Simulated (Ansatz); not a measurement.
## A computed series for SrO: response to strain

Start from SrO in the rock salt structure (space group Fm-3m, No. 225; a = 5.122 Å). Axes: x, y, z lie along the cube axes.

Strains are applied to the cell and any free atomic positions relax; under biaxial strain the out-of-plane vector relaxes too.

The values are results of PBEsol (Ansatz, a first-principles code; PAW; 420 eV plane waves; without spin-orbit coupling), not measurements.

| biaxial strain, plane normal [111], relaxed out of plane (%) | out-of-plane strain (%) |
|---|---|
| 0 | 0.00 |
| 0.42 | -0.29 |
| 0.83 | -0.57 |
| 1.25 | -0.86 |
| 1.67 | ? |
| 2.08 | -1.44 |
| 2.5 | -1.74 |

Task: Fit ε⊥ = −νε + γε² (strains in %) to the rows shown and predict the withheld row.

Result: Least squares on the printed values gives ν = 0.68 (the biaxial Poisson response) and γ = -0.005 (largest residual 0.00 %); this predicts -1.15 %, and the run gives -1.16 %, in agreement.

Stability against distortions was not tested.
